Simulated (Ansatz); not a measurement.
**Lattice constant a of BeTe (model structure, started from the h-BN type, P6₃/mmc, No. 194, 4 atoms in the cell) at several levels of theory**

No measured value is used here.

| level (code) | value (Å) |
|---|---|
| PBE (Ansatz) | 4.033 |
| PBEsol (Ansatz) | 4.031 |
| PBE-D3(BJ) (Ansatz) | 4.029 |

Ansatz's density-functional and Hartree–Fock values are scalar-relativistic unless marked +SOC, with PAW data made under PBE.

A model structure was made by putting elements into a prototype or built by hand; it is no filed structure, need not be a known phase, and can be a saddle point held by its symmetry.

Ansatz is a program for electronic structure.
